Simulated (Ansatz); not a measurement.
Band structure of CsLaMg₆ (Amm2, 8 atoms in the cell).

```
CELL_PARAMETERS angstrom
      5.00070     0.00000     0.00000
      0.00000     3.92493     6.64447
      0.00000    -3.92493     6.64447
ATOMIC_POSITIONS crystal
  Cs 0.50000 0.28757 0.28757
  La 0.50000 0.88735 0.88735
  Mg 0.50000 0.38904 0.77944
  Mg 0.50000 0.77944 0.38904
  Mg 0.00000 0.25328 0.65608
  Mg 0.00000 0.65608 0.25328
  Mg 0.00000 0.68922 0.68922
  Mg 0.00000 0.07654 0.07654
```

Computed with PBEsol, PAW files made with PBE (plane waves; Ansatz, an electronic-structure program).

Settings: basis.ecutwfc = 30.9 Ry; kpoints.mp_grid.grid = 3 3 3; hamiltonian.xc = pbesol; hamiltonian.pseudopotentials = {kind: paw} (the program's default PAW files); scf.occupations.method = fermi_dirac; scf.occupations.width = 0.0073 Ry; kpoints.band_path.npoints = 8.

The starting cell comes from a database of computed structures (which also holds hypothetical and non-ambient phases and stackings), without a prior relaxation at this level.

Levels in eV from the Fermi level, bands 37 to 44:
| point | 37 | 38 | 39 | 40 | 41 | 42 | 43 | 44 |
|---|---|---|---|---|---|---|---|---|
| Γ | -1.51 | -0.42 | -0.36 | 0.01 | 0.07 | 0.49 | 0.80 | 1.09 |
| X | -0.98 | -0.33 | -0.27 | -0.04 | 0.32 | 0.52 | 0.91 | 1.12 |
| S | -0.60 | -0.54 | -0.06 | -0.05 | 0.18 | 0.42 | 0.93 | 1.02 |
| R | -1.86 | -0.65 | -0.62 | -0.14 | 0.20 | 0.29 | 0.68 | 0.75 |
| A | -1.89 | -1.00 | -0.73 | -0.28 | -0.02 | 0.37 | 0.62 | 0.84 |
| Z | -1.74 | -1.33 | -0.85 | -0.67 | -0.28 | -0.20 | 0.61 | 1.06 |
| Y | -0.40 | -0.39 | -0.33 | 0.34 | 0.46 | 0.65 | 0.67 | 0.92 |
| X1 | -0.98 | -0.33 | -0.27 | -0.04 | 0.32 | 0.52 | 0.91 | 1.12 |
| A1 | -1.89 | -1.00 | -0.73 | -0.28 | -0.02 | 0.37 | 0.62 | 0.84 |
| T | -1.60 | -1.47 | -1.38 | -0.93 | 0.42 | 0.48 | 0.52 | 0.97 |

Bands cross the Fermi level along this path, so the cell is metallic at this level.

Keys are those of Ansatz 0.2.
